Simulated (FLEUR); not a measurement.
A self-consistent single point of Cl (P1, 4 atoms in the cell) with FLEUR.

Method: PBE, all-electron FLAPW (FLEUR), scalar-relativistic valence run with FLEUR.

The change in words: lattice scaled by 0.98. Reference geometry:
```
Cl
1.0
    2.24000    -3.12000     0.00000
    2.24000     3.12000     0.00000
    0.00000     0.00000     8.26000
Cl
4
Cartesian
  3.95629   0.00314   7.36263
  2.77924   0.00687   3.31876
  1.68800   0.01186   5.02055
  0.53647  -0.02187   0.81807
```

Reference input (self-consistent single point, DFT, PBE, all-electron FLAPW (FLEUR), scalar-relativistic valence): Kmax = 4.5 1/bohr; GmaxXC = 15.8 1/bohr; xcFunctional = pbe; jspins = 1; l_soc = F; mode = hist; fermiSmearingEnergy = 0.00036749 Htr; mesh (inpgen div1-3) = 5 5 2; inpgen gamma flag = true; Gmax = 15.8 1/bohr; numbands = 0; maxIterBroyd = 25. This run's input differs from it in these lines:

```diff
@@ -3,5 +3,5 @@
 &input film=f /
-4.2329865192 -5.8959455088 0.0000000000
-4.2329865192 5.8959455088 0.0000000000
-0.0000000000 0.0000000000 15.6091377894
+4.1483267888 -5.7780265987 0.0000000000
+4.1483267888 5.7780265987 0.0000000000
+0.0000000000 0.0000000000 15.2969550336
 1.0
@@ -45,5 +45,5 @@
          <bravaisMatrix>
-            <row-1>    4.2329865191999998    -5.8959455087999997     0.0000000000000000</row-1>
-            <row-2>    4.2329865191999998     5.8959455087999997     0.0000000000000000</row-2>
-            <row-3>    0.0000000000000000     0.0000000000000000    15.6091377894000001</row-3>
+            <row-1>    4.1483267888000004    -5.7780265987000003     0.0000000000000000</row-1>
+            <row-2>    4.1483267888000004     5.7780265987000003     0.0000000000000000</row-2>
+            <row-3>    0.0000000000000000     0.0000000000000000    15.2969550335999998</row-3>
          </bravaisMatrix>
```

Output, abridged:

```
 Iteration:     1   Distance:       8.30965198 me/bohr^3
 Iteration:     2   Distance:       7.82511622 me/bohr^3
 Iteration:     3   Distance:       2.25950036 me/bohr^3
 Iteration:     4   Distance:       0.56833749 me/bohr^3
 Iteration:     5   Distance:       0.33304149 me/bohr^3
   [... 9 lines left out ...]
 Iteration:    15   Distance:       0.00003729 me/bohr^3
 Iteration:    16   Distance:       0.00002228 me/bohr^3
 Iteration:    17   Distance:       0.00001022 me/bohr^3
 Iteration:    18   Distance:       0.00000240 me/bohr^3
 Reset of history
 Run finished successfully
 Stop message:
   Structural relaxation: new displacements generated

[file out, last iteration]
             iter=     19
[...]
          total density-effective poten   -2.9020008295E+03
          total charge density-energy d   -1.1265907986E+02
 Updated energy parameters for spin:           1
[...]
 fermi energy and band-weighting factors:

[...]
FERMIE:
          first approx. to ef    (T=0)  :   0.025841 htr   (energy of the highest occ. eigenvalue)
          number of occ. states  (T=0)  :        364
          first approx. to seigv (T=0)  :  -5.356313 htr
          sum of weights of occ. states :  14.000000
          sum of semicore charge        :   0.000000 e
FERHIS:  Fermi-Energy by histogram:
          bandgap                     :   0.097196 htr
   [... lines left out ...]
          charge neutrality (T=0)     :   0.000000    (zero if the highest occ. eigenvalue is "entirely" occupied)
 Direct bandgap for spin            1 :    9.7195578040172759E-002  Htr
 ---->    free energy=                     -1845.9970987191 htr
   [... lines left out ...]
 TOTAL FORCE FOR ATOM TYPE=  2  X= -3.150   Y=  0.013   Z=  6.146
                       FX_TOT= 0.007238 FY_TOT=-0.000073 FZ_TOT=-0.013120
 TOTAL FORCE FOR ATOM TYPE=  3  X=  3.126   Y=  0.022   Z= -5.999
                       FX_TOT=-0.007246 FY_TOT=-0.000019 FZ_TOT= 0.011677
 TOTAL FORCE FOR ATOM TYPE=  4  X=  0.994   Y= -0.040   Z=  1.515
                       FX_TOT= 0.008286 FY_TOT= 0.000102 FZ_TOT= 0.014224
```

The run converged in 18 iterations. FLEUR gives forces in its relaxation mode, with a further iteration, so its stop message speaks of a relaxation. Against the reference run the free energy rises by 18.1 meV/atom, the largest force goes from 0.081 to 0.846 eV/Å and the gap on the mesh goes from 2.420 to 2.645 eV.

The starting cell has typed, rounded lattice constants, without a prior relaxation at this level. Its atoms were displaced at random from the sites of space group no. 64. For this run, on top of that: lattice scaled by 0.98. Values depend on the basis (sphere radii, cutoffs, local orbitals), which need not be converged.

Cost on one core of a shared machine: roughly 7 min.
